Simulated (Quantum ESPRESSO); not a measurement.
Quantum ESPRESSO run on LaSi2Ir2 (I4/mmm, 5 atoms in the cell): self-consistent single point.

Method: LDA (PZ), GBRV 1.5 ultrasoft (LDA) pseudopotentials (plane waves; Quantum ESPRESSO).

```
CELL_PARAMETERS angstrom
     -2.06493     2.06493     5.17361
      2.06493    -2.06493     5.17361
      2.06493     2.06493    -5.17361
ATOMIC_POSITIONS crystal
  La 0.00000 0.00000 0.00000
  Si 0.62904 0.62904 0.00000
  Si 0.37096 0.37096 0.00000
  Ir 0.25000 0.75000 0.50000
  Ir 0.75000 0.25000 0.50000
```

Reference input (self-consistent single point, DFT, PBEsol, plane waves, GBRV 1.5 ultrasoft (PBESOL) pseudopotentials): ecutwfc = 40 Ry; ecutrho = 320 Ry; occupations = smearing; smearing = gauss; degauss = 0.019992 Ry; potentials = {La: la_pbesol_v1.uspp.F.UPF, Si: si_pbesol_v1.uspp.F.UPF, Ir: ir_pbesol_v1.2.uspp.F.UPF}; K_POINTS = automatic 9 9 9 0 0 0; conv_thr = 1e-09 Ry. This run's input differs from it in these lines:

```diff
@@ -22,5 +22,5 @@
 ATOMIC_SPECIES
-La   138.9055  la_pbesol_v1.uspp.F.UPF
-Si    28.0850  si_pbesol_v1.uspp.F.UPF
-Ir   192.2170  ir_pbesol_v1.2.uspp.F.UPF
+La   138.9055  la_lda_v1.uspp.F.UPF
+Si    28.0850  si_lda_v1.uspp.F.UPF
+Ir   192.2170  ir_lda_v1.2.uspp.F.UPF
 ATOMIC_POSITIONS crystal
```

Output, abridged:

```
     Self-consistent Calculation

     iteration #  1     ecut=    40.00 Ry     beta= 0.70

     negative rho (up, down):  5.654E-01 0.000E+00

     total energy              =    -482.24220776 Ry
     estimated scf accuracy    <       5.15956590 Ry

     iteration #  2     ecut=    40.00 Ry     beta= 0.70

     negative rho (up, down):  6.372E-01 0.000E+00

     total energy              =    -483.41650029 Ry
     estimated scf accuracy    <      20.01227802 Ry

     iteration #  3     ecut=    40.00 Ry     beta= 0.70

     negative rho (up, down):  6.597E-01 0.000E+00

     total energy              =    -485.54457516 Ry
     estimated scf accuracy    <       0.64122321 Ry

   [... 7 blocks of this kind left out ...]

     iteration # 11     ecut=    40.00 Ry     beta= 0.70

     negative rho (up, down):  6.829E-01 0.000E+00

     total energy              =    -485.63371042 Ry
     estimated scf accuracy    <       0.00000002 Ry

     iteration # 12     ecut=    40.00 Ry     beta= 0.70

     negative rho (up, down):  6.829E-01 0.000E+00
     End of self-consistent calculation

     the Fermi energy is    15.7515 ev

!    total energy              =    -485.63371042 Ry
     estimated scf accuracy    <          8.2E-10 Ry
     smearing contrib. (-TS)   =      -0.00494223 Ry
     internal energy E=F+TS    =    -485.62876819 Ry

     convergence has been achieved in  12 iterations

     negative rho (up, down):  6.829E-01 0.000E+00

     Forces acting on atoms (cartesian axes, Ry/au):

     atom    1 type  1   force =     0.00000000    0.00000000    0.00000000
     atom    2 type  2   force =     0.00000000    0.00000000    0.00082108
     atom    3 type  2   force =     0.00000000    0.00000000   -0.00082108
     atom    4 type  3   force =     0.00000000    0.00000000   -0.00000000
     atom    5 type  3   force =     0.00000000    0.00000000    0.00000000

     Total force =     0.001161     Total SCF correction =     0.000014

     negative rho (up, down):  6.829E-01 0.000E+00
          total   stress  (Ry/bohr**3)                   (kbar)     P=      -67.47
  -0.00049170   0.00000000   0.00000000          -72.33        0.00        0.00
  -0.00000000  -0.00049170  -0.00000000           -0.00      -72.33       -0.00
  -0.00000000  -0.00000000  -0.00039257           -0.00       -0.00      -57.75

   JOB DONE.
```

The run converged in 12 iterations. Against the reference run the pressure goes from -3.66 to -6.75 GPa and the largest force goes from 0.170 to 0.021 eV/Å. The full log also holds: “c_bands:  3 eigenvalues not converged”.

The starting cell comes from a database of computed structures (which also holds hypothetical and non-ambient phases and stackings), without a prior relaxation at this level. Spin-orbit coupling is off. Spin polarisation is off. With a pressure of about -7 GPa the cell is away from its equilibrium volume at this level.

Cost on one core of a shared machine: roughly 3 min.
